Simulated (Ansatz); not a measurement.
Take CuCl in the zinc blende structure (space group F-43m, No. 216) as the base.

```
CuCl
1.0
    0.00000     2.64485     2.64485
    2.64485     0.00000     2.64485
    2.64485     2.64485     0.00000
Cu Cl
1 1
Direct
  0.00000   0.00000   0.00000
  0.25000   0.25000   0.25000
```

Levels (all Ansatz, a first-principles code, PAW): PBEsol (420 eV, no spin-orbit coupling); HSE06 (420 eV, no spin-orbit coupling).

The geometry is relaxed with PBEsol.

| Property | Value |
|---|---|
| PBEsol lowest conduction level above the VBM at special points | Γ 0.55 eV; L 2.90 eV; X 3.25 eV |

How does going to HSE06 change the lowest conduction level above the VBM at special points?

The lowest conduction level above the VBM at special points becomes Γ 2.46 eV; L 4.89 eV; X 4.94 eV (PBEsol: Γ 0.55 eV; L 2.90 eV; X 3.25 eV).

Single points use the geometry relaxed with PBEsol. The levels and masses belong to the bands next to the band gap. Whether these cells are dynamically stable was not tested. No Hubbard U is applied. All final runs are without spin polarisation.
